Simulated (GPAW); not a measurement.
A relaxation of the atoms of ScAg2 (I4mm, 3 atoms in the cell) with GPAW.

Method: LDA (Perdew-Wang 92), GPAW PAW datasets LDA (gpaw-data 1.0.1) (plane waves; GPAW).

The change in words: one atom moved by 0.15 angstrom; convergence.density: default → 1e-05 e/electron; optimizer: default → BFGS; fmax: default → 0.005 eV/Å. Reference geometry:
```xyz
3
Lattice="-1.7744 1.7744 4.4766 1.7744 -1.7744 4.4766 1.7744 1.7744 -4.4766" Properties=species:S:1:pos:R:3 pbc="T T T"
Sc     0.0000     0.0000     0.0000
Ag     0.0000     0.0000     5.9686
Ag     0.0000     0.0000     2.9846
```

Reference input (self-consistent single point, DFT LDA (Perdew-Wang 92), plane waves, GPAW PAW datasets LDA (gpaw-data 1.0.1)): mode = pw; ecut = 850 eV; xc = LDA; kpts = 6 6 6; mesh shift (steps) = 0 0 0; occupations.name = fermi-dirac; occupations.width = 0.1 eV; nbands = -9; convergence.forces = 0.001 eV/Å; symmetry.symmorphic = false; symmetry.tolerance = 0.0005; maxiter = 100. This run's input differs from it in these lines:

```diff
@@ -1,2 +1,3 @@
 from ase import Atoms
+from ase.optimize import BFGS
 from ase.units import GPa
@@ -8,3 +9,3 @@
                     [1.774437, 1.774437, -4.476600]],
-              scaled_positions=[[0.000000, 0.000000, 0.000000],
+              scaled_positions=[[0.016754, 0.016754, 0.000000],
                                 [0.666640, 0.666640, 0.000000],
@@ -18,3 +19,3 @@
             nbands=-9,
-            convergence={'forces': 0.001},
+            convergence={'forces': 0.001, 'density': 1e-05},
             symmetry={'symmorphic': False, 'tolerance': 0.0005},
@@ -23,2 +24,8 @@
 atoms.calc = calc
+
+opt = BFGS(atoms, logfile='-')
+converged = opt.run(fmax=0.005, steps=40)
+print('Relaxation converged:', converged)
+print('Cell:', atoms.cell.cellpar().round(4))
+print(atoms.get_scaled_positions().round(5))
```

The program printed (abridged):

```
     iter     time        total  log10-change:
                         energy   eigst   dens  force
iter:   1 --:--:--   -15.681711
iter:   2 --:--:--   -15.177023   -0.48  -1.39
iter:   3 --:--:--   -14.209569   -0.66  -1.43
iter:   4 --:--:--   -14.124097   -2.00  -1.82
iter:   5 --:--:--   -14.040182   -1.93  -1.90
iter:   6 --:--:--   -14.110320   -2.31  -2.23
iter:   7 --:--:--   -14.029072   -2.73  -2.13
iter:   8 --:--:--   -14.024274   -3.39  -2.65
iter:   9 --:--:--   -14.025001c  -3.83  -2.91
iter:  10 --:--:--   -14.023390c  -4.10  -3.01
iter:  11 --:--:--   -14.023344c  -4.76  -3.60
iter:  12 --:--:--   -14.023379c  -5.67  -3.63
iter:  13 --:--:--   -14.023421c  -6.07  -3.72
   [... 3 lines left out ...]
iter:  17 --:--:--   -14.023320c  -6.45  -3.93
iter:  18 --:--:--   -14.023324c  -7.20  -3.99
iter:  19 --:--:--   -14.023310c  -6.59  -4.01
iter:  20 --:--:--   -14.023302c  -6.58  -4.16
iter:  21 --:--:--   -14.023302c  -7.51c -4.23
iter:  22 --:--:--   -14.023307c  -6.92  -4.26
iter:  23 --:--:--   -14.023307c  -7.61c -4.45
iter:  24 --:--:--   -14.023308c  -7.80c -4.50
iter:  25 --:--:--   -14.023310c  -7.32  -4.62
iter:  26 --:--:--   -14.023310c  -8.05c -4.97
iter:  27 --:--:--   -14.023310c  -8.70c -5.05c
iter:  28 --:--:--   -14.023309c  -9.02c -5.17c -3.16c
Converged after 28 iterations.

Dipole moment: (-0.000000, 0.000000, -2.316324) |e|*Ang

Energy contributions relative to reference atoms: (reference = -309670.692719)

Kinetic:        -17.057252
Potential:      +12.403947
External:        +0.000000
XC:              -9.907041
Entropy (-ST):   -0.046944
Local:           +0.560509
SIC:             +0.000000
--------------------------
Free energy:    -14.046782
Extrapolated:   -14.023309

Showing only first 2 kpts
 Kpt  Band  Eigenvalues  Occupancy
  0    20      3.58757    2.00000
  0    21      6.59486    1.99948
  0    22      8.16322    0.00119
  0    23      8.75198    0.00000

  1    20      3.59350    2.00000
  1    21      7.05465    1.94960
  1    22      8.35000    0.00018
  1    23      8.39421    0.00012

Fermi level: 7.42019

No gap
   [... lines left out ...]
Atomic positions and initial magnetic moments
Free energy:    -14.058644
Fermi level: 7.41987
No gap
Atomic positions and initial magnetic moments
Free energy:    -14.103517
Fermi level: 7.41856
No gap
Atomic positions and initial magnetic moments
Free energy:    -14.103583
   [... lines left out ...]
BFGS:    5 --:--:--      -14.103594        0.003253
Relaxation converged: True
Cell: [  5.132    5.132    5.132  139.5435 139.5435  58.5471]
[[0.00558 0.00558 0.     ]
 [0.67228 0.67228 0.     ]
 [0.33891 0.33891 0.     ]]
Energy (eV): -14.080137
Stress tensor:
     0.044074     0.000000    -0.000000
     0.000000     0.044074    -0.000000
    -0.000000    -0.000000     0.055142
Stress (GPa, Voigt): [ 7.0614  7.0614  8.8347 -0.     -0.      0.    ]
```

The run converged. GPAW prints stress with tension positive. 

Summary of the result:
```
Item                                                           Value
-------------------------------------------------------  -----------
Free energy E − TS (from the program's reference atoms)  -14.1036 eV
Fermi level (on the code's own zero)                         7.42 eV
Pressure                                                   -7.65 GPa
Largest force (vector length)                             0.003 eV/Å
Relaxation steps                                                   5
```

The starting cell comes from a database of computed structures (which also holds hypothetical and non-ambient phases and stackings), without a prior relaxation at this level. Its lattice was rescaled by up to half a per cent. For this run, on top of that: one atom moved by 0.15 angstrom. The relaxation keeps the symmetry of its start, so its end need not be a minimum.

Cost on one core of a shared machine: roughly 7 min.
